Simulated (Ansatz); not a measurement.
B2O3 (P3₁21, No. 152), treated with G0W0@PBEsol (hard PAW, contour deformation; Ansatz, an electronic-structure program).

The cell is the one relaxed with PBEsol. Conventional cell: a = 4.3487 Å, b = 4.3487 Å, c = 8.3626 Å, α = 90.00°, β = 90.00°, γ = 120.00°.

The quasiparticle gap at Γ at a fixed k mesh 3×3×2:

```
response cutoff           value (eV)
------------------------  ----------
175 eV, 1323 empty bands       9.833
210 eV, 1739 empty bands       9.879
280 eV, 2677 empty bands       9.941
350 eV, 3741 empty bands       9.977
```

Question: Taking the value to converge with the response cutoff E as E^(−3/2), extrapolate from the last two rows.

Answer: With y = y∞ + c/w and weights w = 4685 and 6548 for the last two rows, y∞ = (w2 y2 − w1 y1)/(w2 − w1) = (6548 × 9.977 − 4685 × 9.941)/1863 = 10.068 eV, which lies 0.091 beyond the last row. Successive pairs of rows give 10.025, 10.056, 10.068. The limit also hangs on the law assumed, so its last digits aren't firm.

The other settings are not extrapolated, so this is the limit in one setting alone.

The smallest gap on this mesh is 9.66 eV, away from Γ.
